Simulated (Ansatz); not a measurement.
A computed series for GaN: pressure series

Take GaN in the zinc blende structure (space group F-43m, No. 216; a = 4.498 Å) as the base.

Cell and atoms are relaxed at each pressure.

Calculations: Kohn–Sham DFT with the r2SCAN functional, run in Ansatz (an electronic-structure program) with PAW and 500 eV plane waves, no spin-orbit coupling, earlier PAW set.

```tsv
pressure (GPa)	volume per atom (Å³/atom)
-2	11.496
-1	11.435
0	11.377
0.3	11.360
0.7	?
1.5	11.291
3	11.209
5	11.104
7.5	10.980
```

Fit the third-order Birch–Murnaghan form P(V) = (3B₀/2)[(V₀/V)^(7/3) − (V₀/V)^(5/3)]·[1 + (3/4)(B₀′ − 4)((V₀/V)^(2/3) − 1)] (squares taken in P) to the rows shown and predict the withheld row.

Least squares on the printed values gives V₀ = 11.377 Å³/atom, B₀ = 196 GPa, B₀′ = 4.3; this predicts 11.336 Å³/atom, and the run gives 11.336 Å³/atom, in agreement.

Load acts through the strain it causes; cell and atoms are relaxed under it. Whether these cells are dynamically stable was not tested. Tetrahedral semiconductors of this kind turn to denser phases somewhere between about 1 and 50 GPa; those were not computed, so compressed cells here can lie past the real transition. This is not the structure that GaN has at room temperature and ambient pressure.
